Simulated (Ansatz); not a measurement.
**Pt, response to strain**

Consider Pt in the fcc (Cu type) structure (space group Fm-3m, No. 225; a = 3.942 Å; relaxed with 0.1 eV smearing). Axes: x, y, z lie along the cube axes.

Strains are applied to the cell and any free atomic positions relax.

Level of theory: Kohn–Sham DFT with the r2SCAN functional, run in Ansatz (a quantum-chemistry and plane-wave program) with PAW and 500 eV plane waves, scalar-relativistic without spin-orbit coupling, earlier PAW set.

Candidates:
(a) uniaxial strain ε_yy = +5.86 %
(b) strain tensor (xx, yy, zz, yz, xz, xy) = (+2.40, −0.36, −3.28, +0.41, −0.35, −1.19) %
(c) isotropic strain −3.80 %

Notes on the quantities. energy relative to the base: free energy F.

Problem. Order them by energy relative to the base, highest first.

Solution. (c) isotropic strain −3.80 % (+199 meV/atom), (a) uniaxial strain ε_yy = +5.86 % (+48 meV/atom), (b) strain tensor (xx, yy, zz, yz, xz, xy) = (+2.40, −0.36, −3.28, +0.41, −0.35, −1.19) % (+11 meV/atom)

Whether these cells are dynamically stable was not tested. The final runs are not spin-polarised. Pt lies near a magnetic instability that expansion can trigger; it was not tested.
